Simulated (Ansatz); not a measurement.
# ZrSi2 under a change: isotropic strain +2.95 %

Start from ZrSi₂ (space group Cmcm, No. 63; a = 3.689 Å, b = 14.858 Å, c = 3.667 Å).

Perturbation: an isotropic linear strain of +2.95 %, atoms relaxed at fixed cell.

All numbers come from r2SCAN/PAW in Ansatz (a first-principles code), scalar-relativistic without spin-orbit coupling. Settings: 13×13×13 k-points, 0.05 eV Fermi–Dirac smearing.

- Volume per atom: 18.27 Å³ (base 16.75 Å³)
- Space group: Cmcm (No. 63) (base Cmcm (No. 63))
- Shortest interatomic distance: 2.437 Å (base 2.393 Å)
- Energy relative to the base (free energy F): +49 meV/atom
- Pressure (mean of the normal stresses, compression positive): -9.6 GPa (base 0.0 GPa)
- Band gap: zero (base zero)
- Largest internal atomic displacement: 0.020 Å

Final structure:

```
CELL_PARAMETERS angstrom
      1.89874    -7.64835     0.00000
      1.89874     7.64835     0.00000
      0.00000     0.00000     3.77496
ATOMIC_POSITIONS crystal
  Si 0.94960 0.05040 0.75000
  Si 0.05040 0.94960 0.25000
  Si 0.24978 0.75022 0.75000
  Si 0.75022 0.24978 0.25000
  Zr 0.60693 0.39307 0.75000
  Zr 0.39307 0.60693 0.25000
```

Cost of the whole job for the changed cell (relaxation, final SCF and bands): very roughly 8 core-minutes.

Whether these cells are dynamically stable was not tested. The final runs are not spin-polarised.
